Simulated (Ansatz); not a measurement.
TiSi (Pnma): resistivity and electron-phonon coupling

Input:

```
TiSi
1.0
    6.45291     0.00000     0.00000
    0.00000     3.62152     0.00000
    0.00000     0.00000     4.96346
Ti Si
4 4
Direct
  0.67604   0.25000   0.37071
  0.32396   0.75000   0.62929
  0.82396   0.75000   0.87071
  0.17604   0.25000   0.12929
  0.54413   0.25000   0.85360
  0.45587   0.75000   0.14640
  0.95587   0.75000   0.35360
  0.04413   0.25000   0.64640
```

All values below come from PBEsol, DFPT electron-phonon coupling, linearised Boltzmann equation (plane waves, PAW, scalar-relativistic; Ansatz, a quantum-chemistry and plane-wave program). Cell: relaxed with this functional, without spin-orbit coupling.

```json
{
  "resistivity at 800 K": "62 (x), 64 (y), 57 (z) μΩ·cm",
  "electron mean free path at 800 K (weighted by the current that each state carries)": "4.8 (x), 4.5 (y), 4.9 (z) nm",
  "electron-phonon coupling λ": "0.114",
  "transport coupling λ_tr": "0.113 (x), 0.118 (y), 0.112 (z)",
  "logarithmic_mean_phonon_energy": "30 meV",
  "density of states at the Fermi level": "0.98 states/(eV·spin·cell)"
}
```

A metal at this level (no band gap). Only scattering by harmonic phonons is included (no impurities, grain boundaries, electron-electron scattering or thermal expansion). Spin-orbit coupling is left out. Halving the electron mesh (16x24x16) moves the resistivity by up to 15 % at 800 K, the mean free path by up to 6 %, the coupling by up to 4 %. Smearing 0.20 eV; phonons on a 2x4x3 q mesh, which this run doesn't test.

Computed structure, not matched to a measured one here, so possibly hypothetical: TiSi (Pnma).
